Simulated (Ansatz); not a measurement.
SnF3 (Fm-3m), PBEsol, rigid bands in Ansatz (a first-principles code): band gap 2.72 eV, N_c = 3.78e19 cm⁻³ and N_v = 5.49e20 cm⁻³ at 300 K, conductivity masses of 0.494 mₑ (electrons) and 1.18 mₑ (holes). Take k_BT = 0.02585 eV.

**Question.** Find the intrinsic carrier density and the intrinsic Fermi level.

**Answer.** n_i = √(N_c N_v) exp(−E_g/2k_BT) = 1.44e20 × exp(−52.61) = 2.0e-3 cm⁻³. The level lies (k_BT/2) ln(N_v/N_c) = 35 meV from mid-gap (positive towards the conduction band). Each 0.1 eV added to the gap lowers n_i by a factor of 6.9.

**Question.** What thermal injection velocity √(2k_BT/πm) limits a ballistic channel?

**Answer.** 7.65e6 cm/s for electrons and 4.95e6 cm/s for holes, a ratio of √(m_h/m_e) = 1.55, for dilute carriers.

**Question.** A film of it is 5 nm thick. Estimate the confinement energies in an infinite well.

**Answer.** ħ²π²/(2m t²) = 0.376 eV·nm²/(m/mₑ × t²) gives 30.4 meV for electrons and 12.7 meV for holes, so the gap would widen to about 2.76 eV. Finite barriers and nonparabolic bands lower this, and with several valleys or bands the heaviest mass along the normal sets the lowest level, not this average.

Rigid, parabolic bands with the computed gap; masses take one relaxation time for all states. Spin-orbit coupling is left out; where it splits the top of the valence band, N_v and the p-type Seebeck coefficient come out somewhat high without it.

Computed structure with no diffraction record at hand here (it may be known, metastable or hypothetical): SnF3 (Fm-3m).
